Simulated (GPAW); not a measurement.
Band structure of CdAu (P-6m2, 2 atoms in the cell).

```
CELL_PARAMETERS angstrom
      3.09033     0.00000     0.00000
     -1.54516     2.67630     0.00000
      0.00000     0.00000     4.60128
ATOMIC_POSITIONS crystal
  Cd 0.00000 0.00000 0.00000
  Au 0.33333 0.66667 0.50000
```

Computed with PBEsol, GPAW PAW datasets PBEsol (made by gpaw-setup) (plane waves; GPAW).

Settings: mode = pw; ecut = 550 eV; xc = PBEsol; kpts = 8 8 5; mesh shift (steps) = 0 0 0; occupations.name = fermi-dirac; occupations.width = 0.1 eV; nbands = -8; convergence.forces = 0.001 eV/Å; symmetry.symmorphic = false; symmetry.tolerance = 0.0005; maxiter = 100; bandpath_npoints = 40.

The starting cell comes from a database of computed structures (which also holds hypothetical and non-ambient phases and stackings), without a prior relaxation at this level. Spin-orbit coupling is off.

Levels in eV from the Fermi level, bands 9 to 15:
```tsv
point	9	10	11	12	13	14	15
Γ	-4.30	-3.38	-3.38	-1.16	2.00	13.41	13.72
M	-3.49	-2.51	-2.25	-0.46	5.10	5.39	6.45
K	-4.27	-4.00	-0.07	0.47	0.86	7.61	7.63
A	-4.19	-4.19	-3.41	-3.41	10.26	11.06	13.42
L	-3.65	-2.50	-1.48	-0.46	1.54	1.90	10.10
H	-4.17	-3.59	0.85	1.82	2.85	3.00	3.08
```

Bands cross the Fermi level along this path, so the cell is metallic at this level.
